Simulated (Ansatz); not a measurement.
For PdSb (P6_3/mmc), PBEsol, DFPT electron-phonon coupling, linearised Boltzmann equation (Ansatz, a quantum-chemistry and plane-wave program) gives a transport coupling λ_tr = 0.558 and a Drude plasma energy ħω_p = 6.76 eV along y (a = (4.09, 0.00, 0.00) Å; b = (-2.04, 3.54, 0.00) Å; c = (0.00, 0.00, 5.57) Å).

Question: Estimate the resistivity at 300 K from the high-temperature formula ρ = 2π λ_tr k_B T / (ħ ε₀ ω_p²), and say how the full Boltzmann solution compares.

Answer: The scattering rate is 1/τ = 2π λ_tr k_B T/ħ = 1.38e14 s⁻¹ and ω_p = 1.03e16 s⁻¹, so ρ ≈ 14.7 μΩ·cm. The Boltzmann solution gives 14.2 μΩ·cm, 0.96 times the estimate.

A metal at this level (no band gap). Only scattering by harmonic phonons is included (no impurities, grain boundaries, electron-electron scattering or thermal expansion). Spin-orbit coupling is left out. The squared frequency of the phonon mode least converged on the k mesh is uncertain by 12 %. Halving the electron mesh (24x24x16) moves the resistivity by up to 4 % at 300 K, the coupling by up to 4 %. Smearing 0.20 eV; phonons on a 4x4x3 q mesh, which this run doesn't test.

Formula and space group known from diffraction (Crystallography Open Database), not checked to be the room-temperature form: PdSb (P6_3/mmc).
